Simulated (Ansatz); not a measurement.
**Pressure series in GaN**

Start from GaN in the wurtzite structure (space group P6_3mc, No. 186; a = 3.1833 Å, c = 5.1839 Å).

Cell and atoms are relaxed at each pressure.

Method: DFT with r2SCAN, PAW potentials and a 500 eV plane-wave cutoff in Ansatz (an electronic-structure program), scalar-relativistic without spin-orbit coupling, earlier PAW set.

Notes on the quantities. enthalpy: H = E + PV relative to the base's energy.

| change | electron mass | enthalpy | band gap | volume per atom |
|---|---|---|---|---|
| base | 0.17 mₑ along c, 0.19 mₑ across (at Γ) | – | 2.35 eV | 11.37 Å³ |
| pressure −2 GPa | 0.17 mₑ along c, 0.18 mₑ across (at Γ) | -0.14 eV/atom | 2.28 eV | 11.49 Å³ |
| pressure −1 GPa | 0.17 mₑ along c, 0.19 mₑ across (at Γ) | -0.07 eV/atom | 2.32 eV | 11.43 Å³ |
| pressure 3 GPa | 0.18 mₑ along c, 0.19 mₑ across (at Γ) | +0.21 eV/atom | 2.45 eV | 11.21 Å³ |
| pressure 7 GPa | 0.18 mₑ along c, 0.20 mₑ across (at Γ) | +0.49 eV/atom | 2.58 eV | 11.00 Å³ |
| pressure 15 GPa | 0.20 mₑ along c, 0.22 mₑ across (at Γ) | +1.03 eV/atom | 2.81 eV | 10.64 Å³ |
| pressure 30 GPa | 0.22 mₑ along c, 0.24 mₑ across (at Γ) | +2.00 eV/atom | 3.18 eV | 10.10 Å³ |
| pressure 50 GPa | 0.24 mₑ along c, 0.27 mₑ across (at Γ) | +3.22 eV/atom | 3.56 eV | 9.54 Å³ |
| pressure 75 GPa | 0.26 mₑ along c, 0.29 mₑ across (at Γ) | +4.67 eV/atom | 3.95 eV | 9.01 Å³ |
| pressure 100 GPa | 0.28 mₑ along c, 0.32 mₑ across (at Γ) | +6.04 eV/atom | 4.25 eV | 8.59 Å³ |

Load acts through the strain it causes; cell and atoms are relaxed under it. Masses are band curvatures over ±0.01 Å⁻¹ around the edge. No phonon test of stability was made. Measured, GaN leaves this structure (for rock salt) near 47 GPa (temperature not stated; as listed in Datta, Sujoy, Jana, Debnarayan, arXiv (2020)), on rising pressure, with hysteresis.
